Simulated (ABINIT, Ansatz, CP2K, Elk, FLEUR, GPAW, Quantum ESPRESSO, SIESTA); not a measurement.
## HgTe (F-43m, 2 atoms in the cell) computed with different codes at matched settings

Self-consistent single point, at a second geometry (lattice scaled by 0.98). First geometry:

```xyz
2
Lattice="0.0000 3.2885 3.2885 3.2885 0.0000 3.2885 3.2885 3.2885 0.0000" Properties=species:S:1:pos:R:3 pbc="T T T"
Hg     0.0000     0.0000     0.0000
Te     1.6442     1.6442     1.6442
```

Shared settings, as Ansatz (a quantum-chemistry and plane-wave program) writes them: kpoints.mp_grid.grid = 9 9 9; scf.occupations.method = fermi_dirac; scf.occupations.width = 0.05 eV. Potentials and cutoffs stand in the table.

```json
[
 {"code": "SIESTA", "model": "GGA PBE, numerical atomic orbitals DZP, PseudoDojo PBE standard norm-conserving potentials (rewritten from UPF to PSML)", "ΔF from the first geometry (meV/atom)": "-6.6", "pressure (GPa)": "1.33", "cutoff": "grid 300 Ry"},
 {"code": "Quantum ESPRESSO", "model": "PBE, PSlibrary PAW (PBE) pseudopotentials", "ΔF from the first geometry (meV/atom)": "35.1", "pressure (GPa)": "4.17", "cutoff": "50 Ry"},
 {"code": "CP2K", "model": "PBE, GPW, DZVP-MOLOPT-SR-GTH basis, GTH-PBE potentials (GTH_POTENTIALS)", "ΔF from the first geometry (meV/atom)": "44.4", "pressure (GPa)": "5.03", "cutoff": "grid 500 Ry"},
 {"code": "Elk", "model": "PBE, all-electron FP-LAPW, Elk's shipped species files, APW+lo basis with extra local orbitals", "ΔF from the first geometry (meV/atom)": "31.4", "pressure (GPa)": "–", "cutoff": "rgkmax 7.5"},
 {"code": "ABINIT", "model": "PBE, norm-conserving pseudopotentials (PseudoDojo nc-sr-05 PBE standard)", "ΔF from the first geometry (meV/atom)": "33.0", "pressure (GPa)": "4.02", "cutoff": "82 Ry"},
 {"code": "GPAW", "model": "PBE, GPAW PAW datasets PBE (gpaw-data 1.0.1)", "ΔF from the first geometry (meV/atom)": "33.5", "pressure (GPa)": "4.08", "cutoff": "550 eV"},
 {"code": "FLEUR", "model": "PBE, all-electron FLAPW (FLEUR), scalar-relativistic valence", "ΔF from the first geometry (meV/atom)": "33.0", "pressure (GPa)": "–", "cutoff": "Kmax 4 1/bohr"},
 {"code": "Ansatz", "model": "PBE, default PAW files", "ΔF from the first geometry (meV/atom)": "33.9", "pressure (GPa)": "4.08", "cutoff": "default"}
]
```

A dash marks a value that a program does not give, or that is left out as unsure.

On Ansatz's run: spin-orbit coupling is off.

The spread over the programs that give each value: ΔF from the first geometry within 51.0 meV/atom; pressure within 3.70 GPa.

SIESTA and CP2K use small atom-centred bases, whose incompleteness enters pressures, forces and empty levels differently from a plane-wave cutoff. Elk and FLEUR treat all electrons, but the usual bases taken here (sphere radii, linearisation, local orbitals, empty states) were not tested for convergence, so the values are no reference for the others. Ansatz's pressure is given at a fixed set of plane waves, as the other plane-wave codes print theirs; with its correction for the finite basis it is 4.11 GPa. In the pressure, SIESTA (by 2.74) lies more than 1 GPa from the median of the plane-wave programs.

The starting cell has typed, rounded lattice constants, without a prior relaxation at this level. Its lattice was rescaled by a random factor within 2.5 % of one. For this run, on top of that: lattice scaled by 0.98.

Keys are those of Ansatz 0.2.
